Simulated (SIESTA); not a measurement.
Worked example: self-consistent single point of LaSi2Ni (Cmcm, 8 atoms in the cell) in SIESTA.

Method of the run: SIESTA with GGA PBEsol, numerical atomic orbitals TZP, PseudoDojo PBEsol standard norm-conserving potentials (rewritten from UPF to PSML).

The change in words: lattice scaled by 0.98. Reference geometry:
```yaml
crystal:
  lattice:
    - [2.11490, -8.30956, 0.00000]
    - [2.11490, 8.30956, 0.00000]
    - [0.00000, 0.00000, 4.08984]
  atoms:
    - { symbol: La, position: [0.89212, 0.10788, 0.25000] }
    - { symbol: La, position: [0.10788, 0.89212, 0.75000] }
    - { symbol: Si, position: [0.54103, 0.45897, 0.25000] }
    - { symbol: Si, position: [0.45897, 0.54103, 0.75000] }
    - { symbol: Si, position: [0.24991, 0.75009, 0.25000] }
    - { symbol: Si, position: [0.75009, 0.24991, 0.75000] }
    - { symbol: Ni, position: [0.68223, 0.31777, 0.25000] }
    - { symbol: Ni, position: [0.31777, 0.68223, 0.75000] }
```

Reference input (self-consistent single point, DFT, GGA PBEsol, numerical atomic orbitals TZP, PseudoDojo PBEsol standard norm-conserving potentials (rewritten from UPF to PSML)): XC.functional = GGA; XC.authors = PBEsol; potentials = PseudoDojo PBEsol standard; PAO.BasisSize = TZP; PAO.EnergyShift = 0.01 Ry; MeshCutoff = 350 Ry; kgrid.MonkhorstPack = 5 5 5; OccupationFunction = MP; OccupationMPOrder = 0; ElectronicTemperature = 50 meV; MaxSCFIterations = 150; SCF.Mixer.Method = Pulay. This run's input differs from it in these lines:

```diff
@@ -11,7 +11,7 @@
 %endblock ChemicalSpeciesLabel
-LatticeConstant              8.574478 Ang
+LatticeConstant              8.402989 Ang
 %block LatticeVectors
-     0.246650583   -0.969104475    0.000000000
-     0.246650583    0.969104475    0.000000000
-     0.000000000    0.000000000    0.476978307
+     0.246650567   -0.969104446    0.000000000
+     0.246650567    0.969104446    0.000000000
+     0.000000000    0.000000000    0.476978251
 %endblock LatticeVectors
@@ -19,10 +19,10 @@
 %block AtomicCoordinatesAndAtomicSpecies
-     3.996581781  -12.314765491    1.932169373  1
-     3.996581781   12.314765491    5.796508120  1
-     3.996581781   -1.288571937    1.932169373  2
-     3.996581781    1.288571937    5.796508120  2
-     3.996581781    7.854227537    1.932169373  2
-     3.996581781   -7.854227537    5.796508120  2
-     3.996581781   -5.723043241    1.932169373  3
-     3.996581781    5.723043241    5.796508120  3
+     3.916650145  -12.068470626    1.893525891  1
+     3.916650145   12.068470626    5.680577674  1
+     3.916650145   -1.262800545    1.893525891  2
+     3.916650145    1.262800545    5.680577674  2
+     3.916650145    7.697143270    1.893525891  2
+     3.916650145   -7.697143270    5.680577674  2
+     3.916650145   -5.608582582    1.893525891  3
+     3.916650145    5.608582582    5.680577674  3
 %endblock AtomicCoordinatesAndAtomicSpecies
```

Output, abridged:

```
        iscf     Eharris(eV)        E_KS(eV)     FreeEng(eV)     dDmax    Ef(eV) dHmax(eV)
   scf:    1   -11070.548417   -11368.132048   -11368.141322  1.730864 -3.811328 58.989584
   scf:    2   -11083.495694   -11408.951955   -11408.959323  0.694174 -5.600815 44.943186
   scf:    3   -11522.013306   -11488.001404   -11488.004115  0.363492 -5.759646 15.841474
   scf:    4   -11501.132400   -11495.919539   -11495.921480  0.087023 -5.564501  6.689783
   scf:    5   -11460.506023   -11487.685136   -11487.688808  0.172956 -5.015794 16.694889
   [... 5 lines left out ...]
   scf:   11   -11497.995579   -11497.996610   -11497.999831  0.002633 -5.440945  0.054842
   scf:   12   -11497.996733   -11497.996738   -11497.999938  0.000442 -5.442626  0.009190
   scf:   13   -11497.996739   -11497.996739   -11497.999940  0.000040 -5.442504  0.004211
   scf:   14   -11497.996736   -11497.996738   -11497.999941  0.000037 -5.442411  0.000196
SCF Convergence by DM+H criterion
max |DM_out - DM_in|         :     0.0000367256
max |H_out - H_in|      (eV) :     0.0001957807
SCF cycle converged after 14 iterations

Using DM_out to compute the final energy and forces

siesta: E_KS(eV) =           -11497.9967

siesta: E_KS - E_eggbox =    -11497.9967

siesta: Atomic forces (eV/Ang):
     1    0.000000   -0.301414    0.000000
     2    0.000000    0.301415   -0.000000
     3   -0.000000   -0.286166    0.000000
     4   -0.000000    0.286173   -0.000000
     5   -0.000000    0.080350   -0.000000
     6   -0.000000   -0.080359   -0.000000
     7    0.000000   -0.061734    0.000000
     8    0.000000    0.061735    0.000000
   Tot    0.000000   -0.000000    0.000000
   Max    0.301415
   Res    0.123495    sqrt( Sum f_i^2 / 3N )
   Max    0.301415    constrained

   [... lines left out ...]
siesta: FreeEng =    -11497.999941
siesta: Cell volume =        135.295285 Ang**3
siesta:          43.97613841         23.23916024  kBar
   [... lines left out ...]

              0.125

mulliken: Qtot =       74.000

Mulliken Atomic Populations:
Atom #   charge [q] valence [e]  Species
     1     0.587901   10.412099  La
     2     0.587901   10.412099  La
     3    -0.320781    4.320781  Si
     4    -0.320781    4.320781  Si
     5    -0.783261    4.783261  Si
     6    -0.783261    4.783261  Si
     7     0.516140   17.483860  Ni
     8     0.516141   17.483859  Ni
 Total     0.000000
```

The run converged in 14 iterations. Against the reference run the free energy goes up by 2.0 meV/atom, the pressure goes from -3.39 to 4.40 GPa and the largest force goes from 0.339 to 0.301 eV/Å.

The starting cell comes from a database of computed structures (which also holds hypothetical and non-ambient phases and stackings), without a prior relaxation at this level. For this run, on top of that: lattice scaled by 0.98. Spin polarisation is off. Values carry the incompleteness of an atom-centred basis. With a pressure of about 4 GPa the cell is away from its equilibrium volume at this level.

Cost on one core of a shared machine: roughly 10 min.
